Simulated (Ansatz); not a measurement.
alpha quartz: the defect Na interstitial

All values below come from PBE, PAW (plane waves to 420 eV; Ansatz, a first-principles code). A 2×2×2 supercell of 72 sites was used; the energies come from a 2×2×2 Γ-centred sampling of its zone. Site at the start: void with 6O2Si nearest. Energies of charged states are corrected for periodic images (point charge plus alignment at distant sites). Dielectric constants: PBE linear response of the host. Host gap at this level: 5.68 eV. Finite-size and sampling errors can reach tenths of an eV here. PBE underestimates the host's gap, which shifts levels and can delocalise carriers. Spin–orbit coupling is left out. Each state is the lowest found from its start.

The name describes the start; the neighbours show where the added atom ended.

```csv
charge,moment (μB),point group,largest move off a lattice site (Å),neighbours of the added atom at the end (Å),image correction with alignment (eV)
+1,not spin-polarised,C2,0.41,"O 2.22, O 2.22, O 2.44, O 2.44, O 2.48, O 2.48",0.54
0*,quenched,C2,0.42,"O 2.23, O 2.23, O 2.44, O 2.44, O 2.49, O 2.49",–
```

* At this level the carrier isn't localised at the defect: at charge 0 electrons occupy the conduction band. Such a state is shallow or no state of the defect, and this cell gives it no level.

Point groups are those of the whole cell at tolerances of 0.03 and 0.1 Å ("near" where only the looser one holds); none is given for unsettled states.

Starting moments that weren't kept: charge 0 began with 1 μB and ended with 0.0.

No other site or start that was run ended lower by more than 0.1 eV.

Flagged in the runs: a doubtful potential alignment, a host whose relaxation on this sampling wasn't shown to rest, a strain field that reaches the edge of the cell.
